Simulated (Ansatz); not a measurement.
## A computed series for AlAs: pressure series

Base system: AlAs in the zinc blende structure (space group F-43m, No. 216; a = 5.728 Å).

Cell and atoms are relaxed at each pressure.

All numbers come from PBE, PAW, 420 eV (Ansatz, a program for electronic structure; no spin-orbit coupling).

```csv
variant,shortest interatomic distance,electron mass
base,248.0 pm,"0.90 mₑ along k, 0.24 mₑ across (at X)"
pressure −2 GPa,250.7 pm,0.092 mₑ (at Γ)
pressure −1 GPa,249.3 pm,"0.92 mₑ along k, 0.25 mₑ across (at X)"
pressure 3 GPa,244.7 pm,"0.85 mₑ along k, 0.24 mₑ across (at X)"
pressure 7 GPa,241.0 pm,"0.80 mₑ along k, 0.23 mₑ across (at X)"
pressure 15 GPa,235.2 pm,"0.74 mₑ along k, 0.22 mₑ across (at X)"
pressure 30 GPa,227.5 pm,"0.67 mₑ along k, 0.21 mₑ across (off the special points)"
pressure 50 GPa,220.3 pm,"0.65 mₑ along k, 0.20 mₑ across (at X)"
pressure 100 GPa,208.7 pm,"0.62 mₑ along k, 0.17 mₑ across (at X)"
```

The levels and masses belong to the bands next to the band gap. Load acts through the strain it causes; cell and atoms are relaxed under it. Effective masses come from finite differences of ±0.01 Å⁻¹. Along k means along the line from Γ to the band edge. Whether these cells are dynamically stable was not tested. Measured, AlAs leaves this structure (for the NiAs type) near 12 GPa (temperature not stated; as listed in Datta, Sujoy, Jana, Debnarayan, arXiv (2020)), on rising pressure, with hysteresis.
